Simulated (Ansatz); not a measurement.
An Ansatz (a first-principles code) run: Ta with a change (x(W) = 0.333, 3 atoms, P-3m1); PBEsol/PAW in Ansatz, no spin-orbit coupling.

Input:

Ansatz 0.2 input:
```yaml
crystal:
  lattice:
    - [4.5594743484, 0, 0]
    - [-2.2797371742, 3.9486206136, 0]
    - [0, 0, 2.812810141]
  atoms:
    - { symbol: Ta, position: [0.6666666667, 0.3333333333, 0.8204624135] }
    - { symbol: W, position: [0, 0, 0.5] }
    - { symbol: Ta, position: [0.3333333333, 0.6666666667, 0.1795375865] }
basis: { ecutwfc: 420, ecutrho_ratio: 4, xc_grid: 2, fft_grid_basis: typed }
kpoints: { mp_grid: { grid: [12, 12, 16] } }
hamiltonian:
  xc: pbesol
  dispersion: none
  pseudopotentials: { kind: paw }
scf: { occupations: { method: fermi_dirac, width: 0.05 }, convergence: { dr2_threshold: 0.0000000003 } }
output: { forces: true, stress: true }
checkpoint: { write: state.ck, write_every: 1000 }
```

Output:

```
WARN ansatz: RAYON_NUM_THREADS=2 ignored (pool sized by the plan → 2); use --threads N
Pseudopotentials: kind: paw
Pseudopotential: Ta, paw, valence charge 13
Pseudopotential: W, paw, valence charge 14
Functional definition: PBEsol
Crystal: 3 atoms, lattice volume = 50.641 Å³
Basis set: ecut = 420 eV, 975 PW (Γ), exchange–correlation on 64×64×40 points (8 copies of the dense FFT grid, shifted against one another)
Bands: 24, of which v1, the nominal top of the filled ones, is band 20 counted from 1 (19 counted from 0)
Symmetry: 12 space group operations
Space group: P-3m1 (ITA 164), of the structure as read, at distance tolerance 3.7e-5 Å
k-points: 255 of 2304
PAW frozen core: Ta, regenerated for the run's functional, and the local potential with it
PAW frozen core: W, regenerated for the run's functional, and the local potential with it
Initial density: superposition of atomic densities (neutral atoms: chi_scale 0, normalization atom), corrected by the library's trained network
Initial wavefunctions: pseudopotential atomic-orbital guess
Eigensolver: davidson
Functional: x = pbesol(κ = 0.804, μ = 0.12345679012345678), c = pbesol(β = 0.046)
SCF iter   1: F=—  HF=-29869.761116 eV  |F-HF|=—  |Δ(HF+E_count)|=         —  Δρ=4.10e-3  dr2=1.35e-2  ethr=1.77e-3  ⟨swp⟩=4.8  Hψ=26196  notcnv=0
all-band conjugate gradients solve this SCF's bands
preconditioner: auto → none
SCF iter   2: F=—  HF=-29869.760282 eV  |F-HF|=—  |Δ(HF+E_count)|=   8.35e-4  Δρ=2.75e-3  dr2=7.23e-3  ethr=3.38e-5  ⟨swp⟩=1.1  Hψ=8223  notcnv=0
SCF iter   3: F=—  HF=-29869.759318 eV  |F-HF|=—  |Δ(HF+E_count)|=   9.63e-4  Δρ=2.90e-4  dr2=4.77e-5  ethr=1.81e-5  ⟨swp⟩=2.0  Hψ=7733  notcnv=0
SCF iter   4: F=—  HF=-29869.759301 eV  |F-HF|=—  |Δ(HF+E_count)|=   1.77e-5  Δρ=6.49e-5  dr2=2.92e-6  ethr=1.19e-7  ⟨swp⟩=2.0  Hψ=8393  notcnv=0
SCF iter   5: F=—  HF=-29869.759300 eV  |F-HF|=—  |Δ(HF+E_count)|=   2.86e-7  Δρ=1.44e-5  dr2=9.46e-8  ethr=7.30e-9  ⟨swp⟩=2.0  Hψ=8054  notcnv=0
SCF iter   6: F=—  HF=-29869.759300 eV  |F-HF|=—  |Δ(HF+E_count)|=   1.17e-8  Δρ=2.55e-6  dr2=1.33e-9  ethr=2.37e-10  ⟨swp⟩=2.1  Hψ=8697  notcnv=0
SCF iter   7: F=-29869.759300 eV  HF=-29869.759300 eV  |F-HF|=0.00e0  |Δ(HF+E_count)|=  3.64e-11  Δρ=4.81e-7  dr2=3.51e-11  ethr=1.00e-12  ⟨swp⟩=4.9  Hψ=21553  notcnv=0
SCF 1 converged in 7 iterations: F = -29869.759300 eV  dr2 = 3.51e-11
SCF converged after 7 iterations
Free energy (F): -29869.759300 eV
Harris-Foulkes:  -29869.759300 eV  (|F-HF|=0.00e0)
Internal energy: -29869.736025 eV  (E = F + TS)
E sigma→0 (E₀):  -29869.747663 eV
Entropy (-TS):   -0.023275 eV (-7.758 meV/atom)
Fermi energy:    20.029185 eV
--- Per-component energies (eV) ---
  E_band       = -277.539125
  E_kinetic    = 1184.367407
  E_local      = -1677.392273  (includes V_loc(G=0)·N_el)
  E_nonlocal   = 39.509417
  E_hartree    = 590.699560
  E_xc         = -699.830089
  E_vxc        = -647.116796  (∫ρ·V_xc dr)
  E_paw        = -24981.785054  (= ΣΔE_a)
  E_vpaw       = -358.306287  (= ΣTr[D̂ρ^β])
  E_aug_tail   = 0.000207  (compensation charges beyond the density's cutoff)
  E_ewald      = -4325.954283
  E_core_change = 0.649085  (= ΣΔE_core)
  E_smearing   = -0.023275  (= −TS)
  E_closure    = 0.000000  (closes the sum)
  Σ components = -29869.759300   (vs F -29869.759300, Δ=0.00e0)
  [band-id]    e_kinetic+e_local+e_nonlocal+2·e_hartree+e_vxc+e_vpaw+e_augmentation_tail = -277.539206   (vs E_band -277.539125, Δ=-8.11e-5)
--- Forces (eV/Å), atoms counted from 1 ---
  atom   1  Ta     0.00000000    -0.00000000     0.00008161
  atom   2  W     -0.00000000     0.00000000     0.00000000
  atom   3  Ta     0.00000000     0.00000000    -0.00008161
  max |Σ_I F_I| component: 4.21e-30 eV/Å
--- Stress (GPa, compression-positive) ---
        0.000041       0.000000       0.000000
        0.000000       0.000041      -0.000000
        0.000000      -0.000000       0.000724
  P = ⅓ Tr σ = 0.0003 GPa (0.003 kbar)
  The stress holds the Pulay correction. Without it, at fixed plane waves, as pw.x and ABINIT print it: P = -0.0570 GPa
  The stress includes an estimate of the error left by incomplete SCF convergence (largest component 0.0001 GPa).
--- Band table ---
  band table: none
```

Each cell is one ordered arrangement of few atoms, which overstates ordering effects compared with a random alloy. Stability against distortions was not tested. The final runs are not spin-polarised. The cell was made from Ta by this change: x(W) = 0.333, 3 atoms, P-3m1.
